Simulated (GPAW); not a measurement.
## Input and output of a self-consistent single point for KMnF₃ (Pm-3m, 5 atoms in the cell) (GPAW)

Computed with LDA (Perdew-Wang 92), GPAW PAW datasets LDA (gpaw-data 1.0.1) (plane waves; GPAW 25.7.0).

The input file:

```python
from ase import Atoms
from ase.units import GPa
from gpaw import GPAW, PW, FermiDirac

atoms = Atoms(['K', 'Mn', 'F', 'F', 'F'],
              cell=[[4.182680, 0.000000, 0.000000],
                    [0.000000, 4.182680, 0.000000],
                    [0.000000, 0.000000, 4.182680]],
              scaled_positions=[[0.500000, 0.500000, 0.500000],
                                [0.000000, 0.000000, 0.000000],
                                [0.500000, 0.000000, 0.000000],
                                [0.000000, 0.500000, 0.000000],
                                [0.000000, 0.000000, 0.500000]],
              pbc=True)

atoms.set_initial_magnetic_moments([0.0, 4.0, 0.0, 0.0, 0.0])

calc = GPAW(spinpol=True,
            mode=PW(900),
            xc='LDA',
            kpts={'size': (4, 4, 4), 'gamma': True},
            occupations=FermiDirac(0.02),
            nbands=-6,
            convergence={'bands': -4},
            symmetry={'symmorphic': False, 'tolerance': 0.0005},
            maxiter=120,
            txt='-')

atoms.calc = calc

energy = atoms.get_potential_energy()
print('Energy (eV):', round(energy, 6))
forces = atoms.get_forces()
print('Forces (eV/Ang):')
print(forces.round(5))
stress = atoms.get_stress()
print('Stress (GPa, Voigt):', (stress / GPa).round(4))
```

Output, abridged:

```
Input parameters:
  convergence: {bands: -4}
  kpts: {gamma: True,
         size: (4, 4, 4)}
  maxiter: 120
  mode: {ecut: 900.0000000000001,
         name: pw}
  nbands: -6
  occupations: {fixmagmom: False,
                name: fermi-dirac,
                width: 0.02}
  spinpol: True
  symmetry: {symmorphic: False,
             tolerance: 0.0005}

species:
  K:
    name: Potassium
    Z: 19.0
    valence: 9
    core: 10
    charge: 0.0
    file: K.LDA.gz

    # Using partial waves for K as LCAO basis

  Mn:
    name: Manganese
    Z: 25.0
    valence: 15
    core: 10
    charge: 0.0
    file: Mn.LDA.gz

    # Using partial waves for Mn as LCAO basis

  F:
    name: Fluorine
    Z: 9.0
    valence: 7
    core: 2
    charge: 0.0
    file: F.LDA.gz

    # Using partial waves for F as LCAO basis

Reference energy: -55893.018336  # eV

Spin-polarized calculation.
Initial magnetic moment: 4.000000

Convergence criteria:
 Maximum [total energy] change in last 3 cyles: 0.0005 eV / valence electron
 Maximum integral of absolute [dens]ity change: 0.0001 electrons / valence electron
 Maximum integral of absolute [eigenst]ate change: 4e-08 eV^2 / valence electron
 Maximum number of scf [iter]ations: 120

Symmetries present (total): 48
Symmetries with fractional translations: 0
64 k-points: 4 x 4 x 4 Monkhorst-Pack grid + [1/8,1/8,1/8]
10 k-points in the irreducible part of the Brillouin zone
       k-points in crystal coordinates                weights
   0:     0.00000000    0.00000000    0.00000000          1/64
   1:     0.25000000    0.00000000    0.00000000          6/64
   2:     0.25000000    0.25000000    0.00000000         12/64
   [... 7 lines left out ...]

Wave functions: Plane wave expansion
  Cutoff energy: 900.000 eV
  Number of coefficients (min, max): 4416, 4524
  Pulay-stress correction: 0.000000 eV/Ang^3 (de/decut=0.000000)

Occupation numbers: Fermi-Dirac:
  width: 0.0200  # eV

Eigensolver

Densities:
  Coarse grid: 30*30*30 grid
  Fine grid: 60*60*60 grid
  Total Charge: 0.000000

Density mixing:
  Method: difference
  Backend: pulay
  Linear mixing parameter: 0.05
  old densities: 5
  Damping of long wavelength oscillations: 50

Hamiltonian:
  XC and Coulomb potentials evaluated on a 60*60*60 grid
  External potential:
    NoExternalPotential

Number of atoms: 5
Number of atomic orbitals: 30
Number of bands in calculation: 30
Number of valence electrons: 45
Bands to converge: 26

Density initialized from atomic densities
  30 bands from LCAO basis set

Atomic positions and initial magnetic moments

Positions:
   0 K      2.091340    2.091340    2.091340    ( 0.0000,  0.0000,  0.0000)
   1 Mn     0.000000    0.000000    0.000000    ( 0.0000,  0.0000,  4.0000)
   2 F      2.091340    0.000000    0.000000    ( 0.0000,  0.0000,  0.0000)
   3 F      0.000000    2.091340    0.000000    ( 0.0000,  0.0000,  0.0000)
   4 F      0.000000    0.000000    2.091340    ( 0.0000,  0.0000,  0.0000)

Unit cell:
           periodic     x           y           z      points  spacing
  1. axis:    yes    4.182680    0.000000    0.000000    30     0.1394
  2. axis:    yes    0.000000    4.182680    0.000000    30     0.1394
  3. axis:    yes    0.000000    0.000000    4.182680    30     0.1394

  Lengths:   4.182680   4.182680   4.182680
  Angles:   90.000000  90.000000  90.000000

Effective grid spacing dv^(1/3) = 0.1394

     iter     time        total  log10-change:  magmom
                         energy   eigst   dens
iter:   1 --:--:--   -32.196771   +0.19           +4.0103
iter:   2 --:--:--   -32.173488   -0.68  -1.30    +4.7031
iter:   3 --:--:--   -31.402843   -0.65  -1.34    +4.9960
iter:   4 --:--:--   -31.327964   -0.89  -1.55    +5.0222
iter:   5 --:--:--   -31.366215   -1.17  -1.69    +5.0062
iter:   6 --:--:--   -31.333525   -1.42  -2.15    +5.0064
iter:   7 --:--:--   -31.308529   -1.97  -2.35    +5.0019
iter:   8 --:--:--   -31.301195   -1.85  -2.34    +5.0008
iter:   9 --:--:--   -31.300221c  -2.15  -2.60    +5.0004
iter:  10 --:--:--   -31.293767c  -2.93  -2.56    +5.0001
iter:  11 --:--:--   -31.293812c  -3.69  -3.50    +5.0001
iter:  12 --:--:--   -31.293741c  -4.43  -3.65    +5.0001
iter:  13 --:--:--   -31.293761c  -5.07  -3.67    +5.0001
iter:  14 --:--:--   -31.293765c  -5.63  -4.21c   +5.0000
iter:  15 --:--:--   -31.293765c  -6.35  -4.24c   +5.0000
iter:  16 --:--:--   -31.293765c  -6.71  -4.21c   +5.0000
iter:  17 --:--:--   -31.293765c  -6.57  -4.24c   +5.0000
iter:  18 --:--:--   -31.293767c  -6.52  -4.29c   +5.0000
iter:  19 --:--:--   -31.293765c  -6.37  -4.33c   +5.0000
iter:  20 --:--:--   -31.293763c  -6.37  -4.48c   +5.0000
iter:  21 --:--:--   -31.293763c  -7.56c -4.47c   +5.0000

Converged after 21 iterations.

Dipole moment: (-0.000000, -0.000000, -0.000000) |e|*Ang

Total magnetic moment: (0.000000, 0.000000, 5.000000)
Local magnetic moments:
   0 K  ( 0.000000,  0.000000,  0.000063)
   1 Mn ( 0.000000,  0.000000,  4.433077)
   2 F  ( 0.000000,  0.000000,  0.069145)
   3 F  ( 0.000000,  0.000000,  0.069145)
   4 F  ( 0.000000,  0.000000,  0.069145)

Energy contributions relative to reference atoms: (reference = -55893.018336)

Kinetic:        +30.326730
Potential:      -26.335523
External:        +0.000000
XC:             -34.675377
Entropy (-ST):   -0.000000
Local:           -0.609593
SIC:             +0.000000
--------------------------
Free energy:    -31.293763
Extrapolated:   -31.293763

Spin contamination: 0.001284 electrons
Showing only first 2 kpts
                      Up                     Down
 Kpt  Band  Eigenvalues  Occupancy  Eigenvalues  Occupancy
  0    20      1.83247    1.00000      5.66230    0.00000
  0    21      1.83247    1.00000      5.66230    0.00000
  0    22      1.83247    1.00000      5.66230    0.00000
  0    23      2.53270    1.00000      5.85181    0.00000

  1    20      1.84297    1.00000      5.69906    0.00000
  1    21      2.15333    1.00000      5.94680    0.00000
  1    22      2.15333    1.00000      5.94680    0.00000
  1    23      2.53611    1.00000      6.58775    0.00000

Fermi level: 5.05144

Gap: 0.706 eV
Transition (v -> c):
  (s=0, k=9, n=24, [0.50, 0.50, 0.50]) -> (s=0, k=0, n=25, [0.00, 0.00, 0.00])
Direct/indirect transitions are different
Direct gap: 1.557 eV
Transition at: (s=0->1, k=7, n=24, [0.50, 0.50, 0.00])
Energy (eV): -31.293763

Forces in eV/Ang:
  0 K     0.00000    0.00000    0.00000
  1 Mn   -0.00000   -0.00000   -0.00000
  2 F    -0.00000    0.00000    0.00000
  3 F     0.00000   -0.00000    0.00000
  4 F     0.00000    0.00000    0.00000

Stress tensor:
     0.029433     0.000000     0.000000
     0.000000     0.029433     0.000000
     0.000000     0.000000     0.029433
Stress (GPa, Voigt): [4.7157 4.7157 4.7157 0.     0.     0.    ]
```

The run converged in 21 iterations. GPAW prints stress with tension positive.

At such cutoffs GPAW's stress carries a finite-basis (Pulay) error, which enters relaxed cells too; its log prints stress with tension positive.

The starting cell comes from a database of computed structures (which also holds hypothetical and non-ambient phases and stackings), without a prior relaxation at this level. With one magnetic atom in the cell only a parallel order is possible.

Cost on one core of a shared machine: roughly 40 s.
